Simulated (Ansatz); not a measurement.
Consider SnSe in the GeS type structure (space group Pnma, No. 62; layered, stacked along the Cartesian x axis).

```yaml
crystal:
  lattice:
    - [11.53579, 0.00000, 0.00000]
    - [0.00000, 4.12093, 0.00000]
    - [0.00000, 0.00000, 4.57816]
  atoms:
    - { symbol: Sn, position: [0.11799, 0.25000, 0.11649] }
    - { symbol: Sn, position: [0.38201, 0.75000, 0.61649] }
    - { symbol: Sn, position: [0.88201, 0.75000, 0.88351] }
    - { symbol: Sn, position: [0.61799, 0.25000, 0.38351] }
    - { symbol: Se, position: [0.85352, 0.25000, 0.48533] }
    - { symbol: Se, position: [0.64648, 0.75000, 0.98533] }
    - { symbol: Se, position: [0.14648, 0.75000, 0.51467] }
    - { symbol: Se, position: [0.35352, 0.25000, 0.01467] }
```

Cartesian axes are those of the cell as printed.

Calculations: plane-wave PAW DFT at the r2SCAN+rVV10 level (Ansatz, an electronic-structure program, 500 eV), no spin-orbit coupling.

Before the change:

| Property | Result |
|---|---|
| Shortest interatomic distance | 2.757 Å |

It is then changed as follows: tensile biaxial strain of 0.74 % in the plane normal to [001], as in epitaxy on a mismatched substrate; the out-of-plane cell vector and the atoms relax.

**Question.** How does this affect the shortest interatomic distance, in-plane stress and out-of-plane strain?

**Answer.** The shortest interatomic distance drops by 0.004 Å, from 2.757 Å to 2.753 Å; the mean in-plane stress (compression positive) is -0.3 GPa; the out-of-plane strain amounts to -1.00 %.

No phonon test of stability was made.
